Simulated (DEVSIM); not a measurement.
System: illuminated Si n-on-p cell, one wavelength, at 300 K.

Layer 1 from the left is Si, thickness (μm) 0.0720, Nd (cm⁻³) 9.4e18, τn (s) 2e-7, τp (s) 7.8e-8, absorption coefficient (cm⁻¹) 5500. Layer 2 from the left is Si, thickness (μm) 110, Na (cm⁻³) 5.5e16, τn (s) 1.4e-6, τp (s) 1.4e-6, absorption coefficient (cm⁻¹) 5500.

Left contact: ohmic, minority hole recombination velocity 70 cm/s. Right contact: ohmic, minority electron recombination velocity 1e6 cm/s. Voltage is applied to the left contact. Recombination: SRH at mid-gap, radiative, Auger. Light enters at the left, 3.2e17 photons cm⁻² s⁻¹, one pass, no reflection. Mobility is μmin + (μ − μmin)/(1 + (N/Nref)^α).

This is a model device: material constants are rounded textbook-type values typed into the input, and sizes, dopings and lifetimes were drawn at random. Values at 300 K.

Si: gap (eV) 1.124, affinity (eV) 4.05, permittivity 11.7, Nc (cm⁻³) 2.86e19, Nv (cm⁻³) 3.1e19, μn (cm²/Vs) 1417, μp (cm²/Vs) 470, μn,min 52, μp,min 45, Nref,n 9.7e16, Nref,p 2.2e17, αn 0.68, αp 0.72, B (cm³/s) 4.7e-15, Cn (cm⁶/s) 2.8e-31, Cp (cm⁶/s) 9.9e-32.

Model (solved in DEVSIM): 1D drift-diffusion, Boltzmann statistics, complete ionisation; no tunnelling, impact ionisation, image-force lowering or self-heating.

Dark forward current:

```tsv
|V| (V)	|J| (A/cm²)
0.05	1.206e-9
0.10	4.291e-9
0.15	1.289e-8
0.20	3.822e-8
0.25	1.199e-7
0.30	4.267e-7
0.35	1.832e-6
0.40	9.551e-6
0.45	5.730e-5
0.50	0.0003715
0.55	0.002498
0.60	0.01705
0.65	0.1163
0.70	0.7608
0.75	4.087
0.80	15.08
0.85	41.30
0.90	95.70
0.95	198.8
1.00	375.6
1.05	642.5
1.10	994.0
1.15	1413
1.20	1886
1.25	2404
```

Work out the local ideality factor n = ΔV / (kT/q · ln(J2/J1)) between the rows 0.15 and 0.20 V, 0.55 and 0.60 V, 1.20 and 1.25 V.

kT/q = 25.85 mV. From 0.15 to 0.20 V: ln(3.822e-8/1.289e-8) = 1.087, n = 1.78. From 0.55 to 0.60 V: ln(0.01705/0.002498) = 1.921, n = 1.01, near the 1 of diffusion or emission over a barrier. From 1.20 to 1.25 V: ln(2404/1886) = 0.243, n = 7.97.

What current could the absorbed light give at most, and what share is collected?

Σ αd = 60.5, so qΦ(1 − exp(−Σ αd)) = 51.3 mA/cm². The simulated short-circuit current is 49.78 mA/cm², a share of 0.97.

Estimate the open-circuit voltage by superposition: the voltage at which the dark current equals that short-circuit current.

Interpolating ln J in the table gives 0.628 V. The simulation gives 0.628 V, the same within the digits that matter. Superposition holds where collection doesn't change with voltage.

Estimate the fill factor from FF0 = (v − ln(v + 0.72))/(v + 1), v = qVoc/(nkT), with n from the dark curve.

The rows about Voc, 0.60 and 0.65 V, give n = 1.01, so v = 24.1 and FF0 = 0.832. The simulation gives 0.831, the same within the digits that matter.
